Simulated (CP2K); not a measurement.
CP2K run on MgTi₂ (P-62m, 6 atoms in the cell): self-consistent single point

Method of the run: LDA (Pade form), GPW, DZVP-MOLOPT-SR-GTH basis, GTH-PADE potentials (GTH_POTENTIALS) (CP2K).

Input:

```
&GLOBAL
  PROJECT calc
  RUN_TYPE ENERGY_FORCE
  PRINT_LEVEL MEDIUM
&END GLOBAL
&FORCE_EVAL
  METHOD Quickstep
  STRESS_TENSOR ANALYTICAL
  &DFT
    BASIS_SET_FILE_NAME BASIS_MOLOPT
    POTENTIAL_FILE_NAME GTH_POTENTIALS
    &QS
      METHOD GPW
      EPS_DEFAULT 1E-11
    &END QS
    &MGRID
      CUTOFF 1000
      REL_CUTOFF 50
      NGRIDS 5
    &END MGRID
    &SCF
      SCF_GUESS ATOMIC
      EPS_SCF 1E-6
      MAX_SCF 100
      ADDED_MOS 12
      &DIAGONALIZATION
        ALGORITHM STANDARD
      &END DIAGONALIZATION
      &MIXING
        METHOD BROYDEN_MIXING
        ALPHA 0.3
        NBUFFER 10
        BETA 1
      &END MIXING
      &SMEAR ON
        METHOD GAUSSIAN
        SIGMA [eV] 0.05
      &END SMEAR
    &END SCF
    &KPOINTS
      SCHEME MONKHORST-PACK 6 6 6
      GAMMA_CENTERED T
    &END KPOINTS
    &XC
      &XC_FUNCTIONAL PADE
      &END XC_FUNCTIONAL
    &END XC
    &PRINT
      &MO
        EIGENVALUES T
        OCCUPATION_NUMBERS T
        NDIGITS 8
        FILENAME mo
        &EACH
          QS_SCF 0
        &END EACH
        ADD_LAST NUMERIC
      &END MO
      &MULLIKEN ON
      &END MULLIKEN
    &END PRINT
  &END DFT
  &SUBSYS
    &CELL
      A 5.14389000 0.00000000 0.00000000
      B -2.57194500 4.45473900 0.00000000
      C 0.00000000 0.00000000 4.89179000
      PERIODIC XYZ
    &END CELL
    &COORD
      Mg       2.57194757     1.48491152     0.00000000
      Mg      -0.00000257     2.96982748     0.00000000
      Ti      -0.81306897     1.40827664     2.44589500
      Ti       1.62613795     0.00000000     2.44589500
      Ti       1.75887603     3.04646236     2.44589500
      Ti       0.00000000     0.00000000     0.00000000
    &END COORD
    &KIND Mg
      BASIS_SET DZVP-MOLOPT-SR-GTH
      POTENTIAL GTH-PADE-q10
    &END KIND
    &KIND Ti
      BASIS_SET DZVP-MOLOPT-SR-GTH
      POTENTIAL GTH-PADE-q12
    &END KIND
  &END SUBSYS
  &PRINT
    &FORCES ON
    &END FORCES
    &STRESS_TENSOR ON
    &END STRESS_TENSOR
  &END PRINT
&END FORCE_EVAL
```

Log, with long lists cut:

```
 GLOBAL| Method name                                                        CP2K
 GLOBAL| Project name                                                       calc
 GLOBAL| Run type                                                   ENERGY_FORCE

 CELL| Volume [angstrom^3]:                                           112.093839
 CELL| Vector a [angstrom]:       5.144     0.000     0.000   |a| =     5.143890
 CELL| Vector b [angstrom]:      -2.572     4.455     0.000   |b| =     5.143890
 CELL| Vector c [angstrom]:       0.000     0.000     4.892   |c| =     4.891790
 CELL| Angle (b,c), alpha [degree]:                                    90.000000
 CELL| Angle (a,c), beta  [degree]:                                    90.000000
 CELL| Angle (a,b), gamma [degree]:                                   120.000002
 CELL| Numerically orthorhombic:                                              NO
 CELL| Periodicity                                                           XYZ

 DFT| Spin restricted Kohn-Sham (RKS) calculation                            RKS
 DFT| Multiplicity                                                             1
 DFT| Number of spin states                                                    1
 DFT| Charge                                                                   0
 DFT| XC density smoothing                                                  NONE
 DFT| XC derivatives                                                          PW

 QS| Method:                                                                 GPW
 QS| Density plane wave grid type                        NON-SPHERICAL FULLSPACE
 QS| Number of grid levels:                                                    5
 QS| Density cutoff [a.u.]:                                                500.0
 QS| Multi grid cutoff [a.u.]: 1) grid level                               500.0
   [... lines left out ...]
 BRILLOUIN| Wavefunction type                                            COMPLEX
 BRILLOUIN| List of Kpoints [2 Pi/Bohr]                                      112
 BRILLOUIN| Number           Weight            X              Y              Z
 BRILLOUIN|     1           0.00926       -0.33333       -0.33333       -0.33333
 BRILLOUIN|     2           0.00926       -0.33333       -0.33333       -0.16667
 BRILLOUIN|     3           0.00926       -0.33333       -0.33333        0.00000
   [... 109 lines left out ...]
 *******************************************************************************

 Extrapolation method: initial_guess

 Re-scaling the density matrix to get the right number of electrons
                  # Electrons              Trace(P)               Scaling factor
                           68                68.000                        1.000

 Number of electrons:                                                         68
 Number of occupied orbitals:                                                 34
 Number of molecular orbitals:                                                46

 Number of orbital functions:                                                122
 Number of independent orbital functions:                                    122
 SCF WAVEFUNCTION OPTIMIZATION

  Step     Update method      Time    Convergence         Total energy    Change
     1 NoMix/Diag. 0.30E+00      -     1.58972772      -360.4551075209 -3.60E+02
     2 Broy./Diag. 0.30E+00      -     0.08676676      -360.5927185549 -1.38E-01
     3 Broy./Diag. 0.30E+00      -     0.10981485      -359.9014152485  6.91E-01
     4 Broy./Diag. 0.30E+00      -     0.10483972      -359.0989606538  8.02E-01
     5 Broy./Diag. 0.30E+00      -     0.01276292      -358.9136531777  1.85E-01
     6 Broy./Diag. 0.30E+00      -     0.02045203      -358.9691033488 -5.55E-02
     7 Broy./Diag. 0.30E+00      -     0.00222826      -358.9614159373  7.69E-03
   [... 5 lines left out ...]
    13 Broy./Diag. 0.30E+00      -     0.00001086      -358.9541143593  4.24E-04
    14 Broy./Diag. 0.30E+00      -     0.00000402      -358.9542275681 -1.13E-04
    15 Broy./Diag. 0.30E+00      -     0.00000421      -358.9542588272 -3.13E-05
    16 Broy./Diag. 0.30E+00      -     0.00000305      -358.9542465511  1.23E-05
    17 Broy./Diag. 0.30E+00      -     0.00000015      -358.9542427530  3.80E-06
  *** SCF run converged in    17 steps ***

  Electronic density on regular grids:        -67.9999999851        0.0000000149
  Core density on regular grids:               67.9999999998       -0.0000000002
  Total charge density on r-space grids:        0.0000000146
  Total charge density g-space grids:           0.0000000146

  Overlap energy of the core charge distribution:               0.00000000000000
  Self energy of the core charge distribution:               -695.04870458850621
  Core Hamiltonian energy:                                    189.53647822386802
  Hartree energy:                                             191.98306753937212
  Exchange-correlation energy:                                -45.42446096821152
  Smearing free energy correction:                             -0.00062295966177
  Fermi energy:                                                 0.30738145183581

  Total energy:                                              -358.95424275295693
  Total energy (extrapolated to sigma->0):                   -358.95393127312605

                     Mulliken Population Analysis

 #  Atom  Element  Kind  Atomic population                           Net charge
       1     Mg       1          9.698094                              0.301906
       2     Mg       1          9.698094                              0.301906
       3     Ti       2         12.104168                             -0.104168
       4     Ti       2         12.104169                             -0.104169
       5     Ti       2         12.104166                             -0.104166
       6     Ti       2         12.291309                             -0.291309
 # Total charge                             68.000000                  0.000000

 ENERGY| Total FORCE_EVAL ( QS ) energy [hartree]           -358.954241802687989

 FORCES| Atomic forces [hartree/bohr]
 FORCES|   Atom     x               y               z               |f|
 FORCES|      1  6.82663028E-08 -6.25595649E-08 -1.65099904E-14   9.25958274E-08
 FORCES|      2 -8.13484062E-08  3.33105152E-08 -3.89178887E-14   8.79042298E-08
 FORCES|      3  2.13759752E-03 -3.70236338E-03 -7.50882524E-15   4.27513950E-03
 FORCES|      4 -4.27513631E-03  4.31650051E-08 -1.07614389E-14   4.27513631E-03
 FORCES|      5  2.13753039E-03  3.70231229E-03 -9.32910326E-15   4.27506169E-03
 FORCES|      6  3.24425773E-08  5.61282590E-08 -3.53374814E-15   6.48297947E-08
 FORCES| Sum     1.09565305E-08  1.89629581E-08 -8.65609946E-14
 FORCES| Total atomic force                                       2.19006699E-08

 STRESS| Analytical stress tensor [bar]
 STRESS|                        x                   y                   z
 STRESS|      x       -5.25475566265E+04  -7.76770984065E-02  -2.65076864597E-08
 STRESS|      y       -7.76770984065E-02  -5.25475927663E+04  -4.56992493280E-08
 STRESS|      z       -2.65076864597E-08  -4.56992493280E-08  -4.33691434281E+04
 STRESS| 1/3 Trace                                            -4.94880976070E+04
```

The run converged in 17 iterations.

The starting cell comes from a database of computed structures (which also holds hypothetical and non-ambient phases and stackings), without a prior relaxation at this level. Spin polarisation is off. Values carry the incompleteness of an atom-centred basis. With a pressure of about -5 GPa the cell is away from its equilibrium volume at this level.

Cost on one core of a shared machine: roughly 90 s.
